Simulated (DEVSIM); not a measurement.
Device: In0.49Ga0.51P/GaAs n-p heterojunction, at 400 K.

```csv
layer (left to right),material,thickness (μm),Nd (cm⁻³),Na (cm⁻³),τn (s),τp (s)
1,In0.49Ga0.51P,1.60,8e16,-,6.3e-8,6.3e-8
2,GaAs,0.150,-,4.9e18,6.3e-8,6.3e-8
```

Left contact: ohmic. Right contact: ohmic. Voltage is applied to the left contact. Recombination: SRH at mid-gap, Auger. Mobility is μmin + (μ − μmin)/(1 + (N/Nref)^α).

The device is made up for the run: typed textbook-type constants, with dimensions and the other settings drawn at random. Values at 300 K; Nc and Nv go as T^1.5, mobilities as T to minus their exponent, the gap by Varshni's rule with the affinity fixed.

```
parameter         In0.49Ga0.51P      GaAs
----------------  -------------  --------
gap (eV)                   1.89     1.424
affinity (eV)                 4      4.07
permittivity               11.8      12.9
Nc (cm⁻³)                  9e17    4.7e17
Nv (cm⁻³)                1.3e19      9e18
μn (cm²/Vs)                1500      8500
μp (cm²/Vs)                  80       400
μn,min                      400       500
μp,min                       15        20
Nref,n                     2e16      6e16
Nref,p                   1.5e17    1.5e17
αn                          0.7      0.39
αp                          0.8      0.38
T exponent of μn           1.66       2.1
T exponent of μp              2       2.2
Cn (cm⁶/s)                3e-30     1e-30
Cp (cm⁶/s)                3e-30     1e-30
Varshni α (eV/K)         0.0005  0.000541
Varshni β (K)               250       204
```

Simulated with DEVSIM: 1D drift-diffusion, Boltzmann statistics, complete ionisation; no tunnelling, impact ionisation, image-force lowering or self-heating. Band offsets follow the typed affinities; no thermionic-emission limit at abrupt steps, no polarisation charge.

Question: Tabulate band edges, carrier densities and field at zero bias.

Answer: Energies count from the Fermi level of the right contact; mesh points crowd at the junctions.

| x (μm) | Ec (eV) | Ev (eV) | n (cm⁻³) | p (cm⁻³) | field (V/cm) |
|---|---|---|---|---|---|
| 0.000 | 0.098 | -1.750 | 8.0e16 | < 1e2 | ≈ 0 |
| 0.004797 | 0.098 | -1.750 | 8.0e16 | < 1e2 | ≈ 0 |
| 0.01515 | 0.098 | -1.750 | 8.0e16 | < 1e2 | ≈ 0 |
| 0.03500 | 0.098 | -1.750 | 8.0e16 | < 1e2 | ≈ 0 |
| 0.09644 | 0.098 | -1.750 | 8.0e16 | < 1e2 | ≈ 0 |
| 0.1970 | 0.098 | -1.750 | 8.0e16 | < 1e2 | ≈ 0 |
| 0.4141 | 0.098 | -1.750 | 8.0e16 | < 1e2 | ≈ 0 |
| 0.9739 | 0.098 | -1.750 | 8.0e16 | < 1e2 | ≈ 0 |
| 1.288 | 0.098 | -1.750 | 8.0e16 | < 1e2 | ≈ 0 |
| 1.446 | 0.109 | -1.740 | 5.9e16 | < 1e2 | 6100 |
| 1.528 | 0.435 | -1.413 | 4.5e12 | < 1e2 | 86000 |
| 1.575 | 0.968 | -0.881 | 890000 | 1.6e8 | 140000 |
| 1.590 | 1.196 | -0.652 | 1200 | 1.2e11 | 160000 |
| 1.597 | 1.321 | -0.527 | < 1e2 | 4.5e12 | 170000 |
| 1.603 | 1.327 | -0.051 | < 1e2 | 3.2e18 | 62000 |
| 1.610 | 1.341 | -0.036 | < 1e2 | 4.8e18 | 2300 |
| 1.625 | 1.341 | -0.036 | < 1e2 | 4.9e18 | ≈ 0 |
| 1.652 | 1.341 | -0.036 | < 1e2 | 4.9e18 | ≈ 0 |
| 1.708 | 1.341 | -0.036 | < 1e2 | 4.9e18 | ≈ 0 |
| 1.732 | 1.341 | -0.036 | < 1e2 | 4.9e18 | ≈ 0 |
| 1.743 | 1.341 | -0.036 | < 1e2 | 4.9e18 | ≈ 0 |
| 1.750 | 1.341 | -0.036 | < 1e2 | 4.9e18 | ≈ 0 |
